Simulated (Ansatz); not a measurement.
An Ansatz (a quantum-chemistry and plane-wave program) run: Sr with a change (Mg on a Sr site, symmetric start); PBE (Ansatz), spin-orbit coupling left out.

Input:

Ansatz 0.2 input:
```yaml
crystal:
  lattice:
    - [0, 6.0289203472, 6.0289203472]
    - [6.0289203472, -6.0289203472, 6.0289203472]
    - [6.0289203472, 6.0289203472, 0]
  atoms:
    - { symbol: Mg, position: [0, 0, 0] }
    - { symbol: Sr, position: [0, 0, 0.5] }
    - { symbol: Sr, position: [0.1666666667, 0.3333333333, 0.1666666667] }
    - { symbol: Sr, position: [0.1666666667, 0.3333333333, 0.6666666667] }
    - { symbol: Sr, position: [0.3333333333, 0.6666666667, 0.3333333333] }
    - { symbol: Sr, position: [0.3333333333, 0.6666666667, 0.8333333333] }
    - { symbol: Sr, position: [0.5, 0, 0] }
    - { symbol: Sr, position: [0.5, 0, 0.5] }
    - { symbol: Sr, position: [0.6666666667, 0.3333333333, 0.1666666667] }
    - { symbol: Sr, position: [0.6666666667, 0.3333333333, 0.6666666667] }
    - { symbol: Sr, position: [0.8333333333, 0.6666666667, 0.3333333333] }
    - { symbol: Sr, position: [0.8333333333, 0.6666666667, 0.8333333333] }
basis: { ecutwfc: 420, ecutrho_ratio: 4, xc_grid: 2, fft_grid_basis: typed }
kpoints: { mp_grid: { grid: [5, 4, 5] } }
hamiltonian:
  xc: pbe
  dispersion: none
  pseudopotentials: { kind: paw }
scf: { occupations: { method: fermi_dirac, width: 0.05 }, convergence: { dr2_threshold: 0.0000000012 } }
relax: { f_tol: 0.02, max_steps: 45 }
output: { forces: true, stress: true }
checkpoint: { write: state.ck, write_every: 1000 }
```

Output (explanatory and most iteration lines left out):

```
Relaxation: its limit of steps is 45 (relax.max_steps)
Pseudopotential: Mg, paw, valence charge 10
Pseudopotential: Sr, paw, valence charge 10
Crystal: 12 atoms, lattice volume = 657.415 Å³
Basis set: ecut = 420 eV, 12941 PW (Γ), exchange–correlation on 120×144×120 points (8 copies of the dense FFT grid, shifted against one another)
Bands: 72, of which v1, the nominal top of the filled ones, is band 60 counted from 1 (59 counted from 0)
Symmetry: 12 space group operations
Space group: P-3m1 (ITA 164), of the structure as read, at distance tolerance 8.7e-5 Å
k-points: 17 of 100
Functional: x = pbe(κ = 0.804, μ = 0.2195149727645171), c = pbe(β = 0.06672455060314922)
SCF iter   1: F=—  HF=-40909.826725 eV  |F-HF|=—  |Δ(HF+E_count)|=         —  Δρ=9.38e-4  dr2=1.74e-2  ethr=1.77e-3  ⟨swp⟩=16.4  Hψ=7517  notcnv=0
SCF iter   2: F=—  HF=-40909.832687 eV  |F-HF|=—  |Δ(HF+E_count)|=   5.96e-3  Δρ=5.95e-4  dr2=6.16e-3  ethr=1.45e-5  ⟨swp⟩=2.7  Hψ=2486  notcnv=0
SCF 1 converged in 9 iterations: F = -40909.832159 eV  dr2 = 2.31e-10
relax step   1: F+E_penalty+E_count = -40909.83215936 eV  Δ(F+E_penalty+E_count) = +0.000e0 eV  max|allowed force component| = 1.165e-1 eV/Å  Δτ_max = 0.0000 Å  (9 SCF iters, accepted)
Crystal: 12 atoms, lattice volume = 657.415 Å³
SCF iter   1: F=—  HF=-40909.876552 eV  |F-HF|=—  |Δ(HF+E_count)|=         —  Δρ=8.08e-4  dr2=4.76e-2  ethr=4.65e-5  ⟨swp⟩=2.6  Hψ=3834  notcnv=0
SCF iter   2: F=—  HF=-40909.873523 eV  |F-HF|=—  |Δ(HF+E_count)|=   3.03e-3  Δρ=4.69e-4  dr2=1.69e-2  ethr=3.96e-5  ⟨swp⟩=1.0  Hψ=1224  notcnv=0
SCF 2 converged in 8 iterations: F = -40909.871504 eV  dr2 = 5.65e-10
relax step   2: F+E_penalty+E_count = -40909.87150413 eV  Δ(F+E_penalty+E_count) = -3.934e-2 eV  max|allowed force component| = 6.615e-2 eV/Å  Δτ_max = 0.0473 Å  (8 SCF iters, accepted)
Crystal: 12 atoms, lattice volume = 657.415 Å³
SCF iter   1: F=—  HF=-40909.897415 eV  |F-HF|=—  |Δ(HF+E_count)|=         —  Δρ=1.17e-3  dr2=9.31e-2  ethr=8.88e-4  ⟨swp⟩=6.6  Hψ=2908  notcnv=0
SCF iter   2: F=—  HF=-40909.894835 eV  |F-HF|=—  |Δ(HF+E_count)|=   2.58e-3  Δρ=6.14e-4  dr2=2.19e-2  ethr=7.76e-5  ⟨swp⟩=2.0  Hψ=1517  notcnv=0
SCF 3 converged in 9 iterations: F = -40909.892688 eV  dr2 = 2.75e-10
relax step   3: F+E_penalty+E_count = -40909.89268777 eV  Δ(F+E_penalty+E_count) = -2.118e-2 eV  max|allowed force component| = 3.693e-3 eV/Å  Δτ_max = 0.0688 Å  (9 SCF iters, accepted)
SCF converged after 9 iterations
Free energy (F): -40909.892688 eV
Internal energy: -40909.750727 eV  (E = F + TS)
E sigma→0 (E₀):  -40909.821707 eV
Entropy (-TS):   -0.141961 eV (-11.830 meV/atom)
Fermi energy:    4.731917 eV
--- Forces (eV/Å), atoms counted from 1 ---
  atom   1  Mg    -0.00000000     0.00000000    -0.00000000
  atom   2  Sr    -0.00000000     0.00000000    -0.00000000
  atom   3  Sr    -0.00343320     0.00084387    -0.00343320
  atom   4  Sr    -0.00084387     0.00343320    -0.00343320
  atom   5  Sr     0.00369293    -0.00369293     0.00369293
  atom   6  Sr     0.00343320    -0.00343320     0.00084387
  atom   7  Sr    -0.00000000     0.00000000    -0.00000000
  atom   8  Sr    -0.00000000    -0.00000000    -0.00000000
  atom   9  Sr    -0.00343320     0.00343320    -0.00084387
  atom  10  Sr    -0.00369293     0.00369293    -0.00369293
  atom  11  Sr     0.00084387    -0.00343320     0.00343320
  atom  12  Sr     0.00343320    -0.00084387     0.00343320
--- Stress (GPa, compression-positive) ---
       -0.631727       0.012528      -0.012528
        0.012528      -0.631727       0.012528
       -0.012528       0.012528      -0.631727
  P = ⅓ Tr σ = -0.6317 GPa (-6.317 kbar)
--- Relaxed structure (3 steps of the walk, 3 accepted, 0 SCFs on fresh bases) ---
  atoms:
    - { symbol: Mg, position: [-9.591122877041942e-20, -9.591122877041965e-20, 9.591122877041919e-20] }
    - { symbol: Sr, position: [-1.2788163836055928e-19, -6.394081918027964e-20, 0.5] }
    - { symbol: Sr, position: [0.1632039126259517, 0.3237185266754041, 0.1632039126259517] }
    - { symbol: Sr, position: [0.16320391262595169, 0.32371852667540413, 0.6735921747480967] }
    - { symbol: Sr, position: [0.3333333333333333, 0.6568388869710247, 0.33333333333333326] }
    - { symbol: Sr, position: [0.3264078252519034, 0.6762814733245956, 0.8367960873740482] }
    - { symbol: Sr, position: [0.5, 0.0, 0.0] }
    - { symbol: Sr, position: [0.5, 0.0, 0.5] }
    - { symbol: Sr, position: [0.6735921747480966, 0.32371852667540413, 0.16320391262595169] }
    - { symbol: Sr, position: [0.6666666666666666, 0.34316111302897506, 0.6666666666666665] }
    - { symbol: Sr, position: [0.8367960873740481, 0.6762814733245956, 0.3264078252519035] }
    - { symbol: Sr, position: [0.8367960873740481, 0.6762814733245956, 0.8367960873740482] }
```

In so small a cell the defect repeats every few ångströms: this is an ordered compound, not a dilute defect. The defect started on the symmetric site and kept its symmetry, so it may sit on a saddle. The cell was made from Sr in the fcc (Cu type) structure (space group Fm-3m, No. 225) by this change: Mg on a Sr site. The defect cell is not spin-polarised.
